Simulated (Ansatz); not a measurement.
Start from Si in the diamond structure (space group Fd-3m, No. 227; a = 5.444 Å). Axes: x, y, z lie along the cube axes.

The values are results of r2SCAN, PAW, 500 eV (Ansatz, an electronic-structure program; no spin-orbit coupling), not measurements.

Strains are applied to the cell and any free atomic positions relax; under biaxial strain the out-of-plane vector relaxes too.

One change was made to it. Results:

```csv
quantity,base,after
"valence-band top at Γ (three highest levels, from the VBM)","0.00, 0.00, 0.00 eV","0.00, 0.00, -0.29 eV"
energy relative to the base (free energy F),0 meV/atom,+15 meV/atom
smallest direct gap,2.74 eV,2.58 eV
```

Which of these changes matches the shifts?
A) strain tensor (xx, yy, zz, yz, xz, xy) = (+0.54, −0.99, +0.05, −0.35, −1.55, −0.10) %
B) biaxial strain −1.51 %, plane normal [001], relaxed out of plane
C) uniaxial strain ε_zz = +3.83 %
D) biaxial strain +2.84 %, plane normal [111], relaxed out of plane

C, uniaxial strain ε_zz = +3.83 %. For comparison, the valence-band top at Γ in the other runs: biaxial strain +2.84 %, plane normal [111], relaxed out of plane gives 0.00, -0.29, -0.29 eV; strain tensor (xx, yy, zz, yz, xz, xy) = (+0.54, −0.99, +0.05, −0.35, −1.55, −0.10) % gives 0.00, -0.08, -0.30 eV; biaxial strain −1.51 %, plane normal [001], relaxed out of plane gives 0.00, 0.00, -0.21 eV.

Whether these cells are dynamically stable was not tested.
